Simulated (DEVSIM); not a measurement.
Device: abrupt Si n-p junction, at 300 K.

Layer 1 from the left is Si, thickness (μm) 65.0, Nd (cm⁻³) 3.1e16, τn (s) 1.7e-5, τp (s) 1.7e-5. Layer 2 from the left is Si, thickness (μm) 160, Na (cm⁻³) 1.1e16, τn (s) 1.7e-5, τp (s) 1.7e-5.

Left contact: ohmic. Right contact: ohmic. Voltage is applied to the left contact. Recombination: SRH at mid-gap, Auger. Mobility is constant in doping.

This is a model device: material constants are rounded textbook-type values typed into the input, and sizes, dopings and lifetimes were drawn at random. Values at 300 K.

Si: gap (eV) 1.124, affinity (eV) 4.05, permittivity 11.7, Nc (cm⁻³) 2.86e19, Nv (cm⁻³) 3.1e19, μn (cm²/Vs) 1417, μp (cm²/Vs) 470, Cn (cm⁶/s) 2.8e-31, Cp (cm⁶/s) 9.9e-32.

Model (solved in DEVSIM): 1D drift-diffusion, Boltzmann statistics, complete ionisation; no tunnelling, impact ionisation, image-force lowering or self-heating.

Task: What does the simulation give for the potential step across the device at zero bias, the largest field in the device at zero bias, the dark forward voltage at 100 A/cm², the dark forward voltage at 1 A/cm²?

Result: potential step across the device at zero bias 0.742 V; largest field in the device at zero bias 42000 V/cm; dark forward voltage at 100 A/cm² 1.000 V; dark forward voltage at 1 A/cm² 0.678 V.
